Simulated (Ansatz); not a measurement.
The starting structures come from a database of crystals and need not be the phases stable at ambient conditions.

Tunnelling through a barrier is set by its complex band structure: the current falls as exp(−2κd) with the smallest κ.

Here is the system:

```xyz
6
Lattice="3.0011 0.0000 0.0000 0.0000 8.2498 0.0000 0.0000 -3.5813 4.0889" Properties=species:S:1:pos:R:3 pbc="T T T"
As     1.5006     6.4468     0.7997
As     1.5006    -1.7784     3.2893
As     0.0000     3.5698     1.8926
As     0.0000     1.0987     2.1963
Ru     1.5006     4.1249     0.0000
Ru     0.0000     0.0000     0.0000
```

Space group of this cell: Pnnm. The cell is taken as given.

Transport runs along the normal of the first two printed cell vectors.

The gap is the functional's own. No spin-orbit coupling. Mid-gap values are interpolated on the energy grid.

Q: Give the band gap and the smallest decay constant κ at mid-gap that r2SCAN run with Ansatz (an electronic-structure program) yields.

A: Gap 0.72 eV on a 10×8×8 mesh; κ = 0.085 1/Å, at (0.500, 0.500) of the in-plane reciprocal vectors. At the zone centre, at the nearest computed energy, the slowest state has κ = 0.17 1/Å.
